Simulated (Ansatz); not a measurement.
Charge-transition levels above the valence-band maximum in rock-salt LiF (eV), each at one geometry relaxed with PBE and evaluated in Ansatz (a first-principles code) with PBE, r2SCAN. Host gaps: PBE 8.83 eV, r2SCAN 9.79 eV. Details: 64-site cell; 2×2×2 shifted k-points; charged states image-corrected; not converged in cell size; flagged in the runs: for some of the defects a doubtful potential alignment.

| defect | PBE | r2SCAN |
|---|---|---|
| S on the F site (0/−1) | 3.45 | 3.94 |
| S on the F site (+1/0) | 2.14 | 2.36 |
| Cl on the F site (+1/0) | 0.36 | 0.51 |
| Se on the F site (0/−1) | 3.79 | 4.23 |
| Se on the F site (+1/0) | 2.51 | 2.84 |
| F vacancy + 1 H (+1/0) | 1.94 | 2.42 |

PBE less r2SCAN: over the 6 rows with both numbers (drawn at random from the settled rows of this host; unsettled states are left out), mean -0.35 eV, median -0.38 eV, mean size 0.35 eV, from -0.49 to -0.15 eV.
